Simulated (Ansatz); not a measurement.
Response to strain in BeS

Base system: BeS in the zinc blende structure (space group F-43m, No. 216; a = 4.869 Å). Axes: x, y, z lie along the cube axes.

Strains are applied to the cell and any free atomic positions relax.

Method: r2SCAN (Ansatz, a first-principles code, PAW, without spin-orbit coupling).

Notes on the quantities. energy relative to the base: free energy F.

```
change                       volume per atom  band gap  energy relative to the base
---------------------------  ---------------  --------  ---------------------------
base                                14.43 Å³   3.59 eV                   0 meV/atom
tensor shear ε_xy = +1.14 %         14.42 Å³   3.48 eV                +2.0 meV/atom
tensor shear ε_xy = +0.29 %         14.43 Å³   3.57 eV                +0.1 meV/atom
tensor shear ε_xy = +0.86 %         14.42 Å³   3.51 eV                +1.2 meV/atom
tensor shear ε_xy = +0.57 %         14.42 Å³   3.54 eV                +0.5 meV/atom
tensor shear ε_xy = +1.71 %         14.42 Å³   3.41 eV                          ___
tensor shear ε_xy = +1.43 %         14.42 Å³   3.45 eV                +3.2 meV/atom
tensor shear ε_xy = +2.00 %         14.42 Å³   3.38 eV                          ___
```

What belongs in the blanks?


- tensor shear ε_xy = +1.71 %, energy relative to the base: +4.6 meV/atom
- tensor shear ε_xy = +2.00 %, energy relative to the base: +6.3 meV/atom

Stability against distortions was not tested.
